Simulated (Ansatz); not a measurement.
The starting structures come from a database of crystals and need not be the phases stable at ambient conditions.

 Where the default PAW files enter, the runs use the earlier of Ansatz's two default sets.

Tunnelling through a barrier is set by its complex band structure: the current falls as exp(−2κd) with the smallest κ.

Here is the system:

```xyz
18
Lattice="5.0956 0.0000 0.0000 0.0000 5.4943 0.0000 0.0000 -0.0771 9.4217" Properties=species:S:1:pos:R:3 pbc="T T T"
Zn     4.7027     4.1999     2.4035
Zn     2.1549     1.2172     7.0182
I      2.4780     3.9784     8.7904
I      5.0258     1.4387     0.6313
I      0.0168     3.9717     5.6549
I      2.5646     1.4455     3.7668
O      3.5068     3.0028     3.7338
O      0.9590     2.4143     5.6879
O      3.2275     0.7838     5.3261
O      0.6797     4.6333     4.0956
O      3.5939     0.4935     2.6051
O      1.0461     4.9237     6.8166
O      1.0145     1.7884     8.6576
O      3.5623     3.6287     0.7641
O      0.7276     2.5624     1.8278
O      3.2754     2.8547     7.5939
O      0.7934     5.4188     1.1664
O      3.3412    -0.0016     8.2553
```

Space group of this cell: P2_1. The cell is taken as given.

Transport runs along the normal of the first two printed cell vectors.

The gap is the functional's own. No spin-orbit coupling. Mid-gap values are interpolated on the energy grid.

Problem. Give the band gap and the smallest decay constant κ at mid-gap that Ansatz (an electronic-structure program) with r2SCAN yields.

Solution. Gap 3.71 eV on a 6×6×4 mesh; κ = 0.409 1/Å, at the zone centre.
